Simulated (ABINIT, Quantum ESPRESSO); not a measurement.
An ABINIT input for a self-consistent single point of Cu3Au (Pm-3m, 4 atoms in the cell) (DFT, PBE, plane waves, PAW (JTH v2.0 PBE PAW)):

```
# Cu3Au, JTH v2.0 PBE PAW
pp_dirpath "./"
pseudos "Cu.GGA_PBE-JTH.xml, Au.GGA_PBE-JTH.xml"
acell 7.0259960622 7.0259960622 7.0259960622
rprim
         1.0000000000    0.0000000000    0.0000000000
         0.0000000000    1.0000000000    0.0000000000
         0.0000000000    0.0000000000    1.0000000000
natom 4
ntypat 2
znucl 29 79
typat 1 1 1 2
xred
         0.0000000000    0.5000000000    0.5000000000
         0.5000000000    0.0000000000    0.5000000000
         0.5000000000    0.5000000000    0.0000000000
         0.0000000000    0.0000000000    0.0000000000
ecut 60 Ry
pawecutdg 120 Ry
pawxcdev 0
ixc 11
occopt 7
tsmear 0.00183747
nband 43
kptopt 1
ngkpt 9 9 9
nshiftk 1
shiftk 0 0 0
nstep 80
tolvrs 1.0e-10
prtwf 0
prtden 0
prtvol 1
enunit 1
```

### Question
Write the same calculation as an input for Quantum ESPRESSO.

### Answer
This is the input that was run; spellings and numerical settings could be chosen otherwise.

```fortran
&CONTROL
    calculation = 'scf'
    prefix = 'run'
    outdir = './out'
    pseudo_dir = './'
    verbosity = 'high'
    tprnfor = .true.
    tstress = .true.
/
&SYSTEM
    ibrav = 0
    nat = 4
    ntyp = 2
    ecutwfc = 50
    ecutrho = 400
    occupations = 'smearing'
    smearing = 'gauss'
    degauss = 0.0036749
/
&ELECTRONS
    conv_thr = 1.0d-9
    mixing_beta = 0.7
/
ATOMIC_SPECIES
Cu    63.5460  cu_pbe_v1.2.uspp.F.UPF
Au   196.9666  au_pbe_v1.uspp.F.UPF
CELL_PARAMETERS {angstrom}
   3.71799700     0.00000000     0.00000000
   0.00000000     3.71799700     0.00000000
   0.00000000     0.00000000     3.71799700
ATOMIC_POSITIONS {crystal}
Cu    0.00000000    0.50000000    0.50000000
Cu    0.50000000    0.00000000    0.50000000
Cu    0.50000000    0.50000000    0.00000000
Au    0.00000000    0.00000000    0.00000000
K_POINTS {automatic}
9 9 9  0 0 0
```

Basis, cutoffs, solver keys and any potentials are the target program's own. This input uses DFT, PBE, plane waves, GBRV 1.5 ultrasoft (PBE) pseudopotentials. Both were run: pressure 7.95 GPa in ABINIT and 7.38 in Quantum ESPRESSO.

On Quantum ESPRESSO: the starting cell has typed, rounded lattice constants, without a prior relaxation at this level. Its lattice was rescaled by a random factor within 2.5 % of one. For this run, on top of that: lattice scaled by 0.98. Spin polarisation is off. With a pressure of about 7 GPa the cell is away from its equilibrium volume at this level.

On ABINIT: the starting cell has typed, rounded lattice constants, without a prior relaxation at this level. Its lattice was rescaled by a random factor within 2.5 % of one. For this run, on top of that: lattice scaled by 0.98. Spin polarisation is off. With a pressure of about 8 GPa the cell is away from its equilibrium volume at this level.
